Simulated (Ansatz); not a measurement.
The reference is CdSe in the zinc blende structure (space group F-43m, No. 216).

```
CdSe
1.0
    0.00000     3.06666     3.06666
    3.06666     0.00000     3.06666
    3.06666     3.06666     0.00000
Se Cd
1 1
Direct
  0.75000   0.75000   0.75000
  0.00000   0.00000   0.00000
```

Calculations: Kohn–Sham DFT with the r2SCAN functional, run in Ansatz (a first-principles code) with PAW and 500 eV plane waves, without spin-orbit coupling, earlier PAW set.

Before the change:

| Property | Result |
|---|---|
| Volume per atom | 28.84 Å³ |
| Band gap | 1.03 eV |
| Electron mass | 0.093 mₑ (at Γ) |

Perturbation: a hydrostatic pressure of 0.7 GPa.

How does this affect the volume per atom?

The volume per atom drops by 0.37 Å³, from 28.84 Å³ to 28.47 Å³.

What happens to the band gap?

The band gap grows by 0.03 eV, from 1.03 eV to 1.06 eV.

What does the calculation give for the electron mass after the change?

The electron mass goes from 0.093 mₑ (at Γ) to 0.094 mₑ (at Γ).

Load acts through the strain it causes; cell and atoms are relaxed under it. Masses are band curvatures over ±0.01 Å⁻¹ around the edge. Stability against distortions was not tested.
